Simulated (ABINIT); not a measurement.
Input and output of a self-consistent single point for LiMg (P-6m2, 2 atoms in the cell) (ABINIT).

Computed with PBEsol, norm-conserving pseudopotentials (PseudoDojo nc-sr-04 PBEsol standard) (plane waves; ABINIT 10.0.3).

```
CELL_PARAMETERS angstrom
      3.10850     0.00000     0.00000
     -1.55425     2.69204     0.00000
      0.00000     0.00000     5.02547
ATOMIC_POSITIONS crystal
  Li 0.00000 0.00000 0.00000
  Mg 0.66667 0.33333 0.50000
```

Reference input (self-consistent single point, DFT, PBEsol, plane waves, norm-conserving pseudopotentials (PseudoDojo nc-sr-04 PBEsol standard)): pseudos = [Li.upf, Mg.upf]; ecut = 1143 eV; occopt = 7; tsmear = 0.00999582 Ha; ngkpt = 16 16 9; nshiftk = 1; shiftk = 0 0 0; potentials = PseudoDojo nc-sr-04 PBEsol standard; nband = 12; kptopt = 1; nstep = 100; toldfe = 1e-09 Ha. This run's input differs from it in these lines:

```diff
@@ -25,3 +25,3 @@
 nstep 100
-toldfe 1.0e-09
+toldfe 0.0037
 prtwf 0
```

Log, with long lists cut:

```
--- !BeginCycle
solver: {iscf: 7, nstep: 100, nline: 4, wfoptalg: 0, }
tolerances: {toldfe: 3.70E-03, }
...

     iter   Etot(hartree)      deltaE(h)  residm     vres2
 ETOT  1  -66.438124256666    -6.644E+01 1.220E-01 9.717E+01
 ETOT  2  -66.462454117906    -2.433E-02 8.421E-03 2.987E+00
 ETOT  3  -66.462606821493    -1.527E-04 4.659E-04 7.446E-02
 ETOT  4  -66.462613112455    -6.291E-06 1.330E-04 9.831E-03
 At SCF step    4, etot is converged :
  for the second time, diff in etot=  6.291E-06 < toldfe=  3.700E-03

 Cartesian components of stress tensor (hartree/bohr^3)
  sigma(1 1)=  2.97643952E-05  sigma(3 2)=  0.00000000E+00
  sigma(2 2)=  2.97643951E-05  sigma(3 1)=  0.00000000E+00
  sigma(3 3)=  1.84916987E-05  sigma(2 1)=  2.77543090E-14

 ----iterations are completed or convergence reached----

 reduced coordinates (array xred) for    2 atoms
       0.000000000000      0.000000000000      0.000000000000
       0.666666666667      0.333333333333      0.500000000000
 cartesian forces (eV/Angstrom) at end:
    1      0.00000000000000    -0.00000000000000    -0.00000000000000
    2     -0.00000000000000     0.00000000000000    -0.00000000000000
 frms,max,avg= 6.2856128E-27 9.4284191E-27   0.000E+00  0.000E+00  0.000E+00 e/A
   [... lines left out ...]
 Fermi (or HOMO) energy (eV) =   2.33366   Average Vxc (eV)=  -8.01788
   [... lines left out ...]
total_energy        : -6.64626131124546E+01
total_energy_eV     : -1.80853967774167E+03
band_energy         : -1.74291593236939E+01
...

-Cartesian components of stress tensor (GPa)         [Pressure= -7.6515E-01 GPa]
- sigma(1 1)=  8.75698593E-01  sigma(3 2)=  0.00000000E+00
- sigma(2 2)=  8.75698591E-01  sigma(3 1)=  0.00000000E+00
- sigma(3 3)=  5.44044468E-01  sigma(2 1)=  8.16559825E-10

 Calculation completed.
```

The run converged in 4 iterations. Against the reference run the free energy stays essentially unchanged (within 1 meV/atom) and the pressure goes from -0.03 to -0.77 GPa.

The starting cell comes from a database of computed structures (which also holds hypothetical and non-ambient phases and stackings), without a prior relaxation at this level.

Cost on one core of a shared machine: roughly 80 s.
